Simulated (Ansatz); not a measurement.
The reference is GaP in the zinc blende structure (space group F-43m, No. 216; a = 5.506 Å).

(Cell as relaxed with PBE.)

Levels (all Ansatz, a quantum-chemistry and plane-wave program, PAW, earlier PAW set): PBE (420 eV, without spin-orbit coupling); PBEsol (420 eV, no spin-orbit coupling).

Each level relaxes its own structure.

```
base                      PBE    PBEsol
-------------------  --------  --------
volume per atom      20.87 Å³  20.11 Å³
lattice parameter a  550.6 pm  543.9 pm
band gap              1.58 eV   1.45 eV
```

It is then changed as follows: full substitution Ga → In; the structure is relaxed again.

| quantity | PBE | PBEsol |
|---|---|---|
| hole mass (degenerate bands, along [100]) | 0.037, 0.46, 0.46 mₑ (at Γ) | … |
| band gap | 0.44 eV | … |
| volume per atom | 26.46 Å³ | … |
| shift of the gap caused by the change | -1.14 eV | … |

Task: Given the PBE results, estimate those of PBEsol.

Result: 
- hole mass (degenerate bands, along [100]), PBEsol: 0.045, 0.43, 0.43 mₑ (at Γ)
- band gap, PBEsol: 0.57 eV
- volume per atom, PBEsol: 25.39 Å³
- shift of the gap caused by the change, PBEsol: -0.89 eV

PBE's band gap lies 0.13 eV below PBEsol's; PBE's volume per atom lies 1.07 Å³ above PBEsol's (4.2 %); PBE's shift of the gap caused by the change lies 0.25 eV below PBEsol's. Neither level is exact; PBEsol is the comparison here, not a measurement.

Effective masses come from finite differences of ±0.01 Å⁻¹. Stability against distortions was not tested.
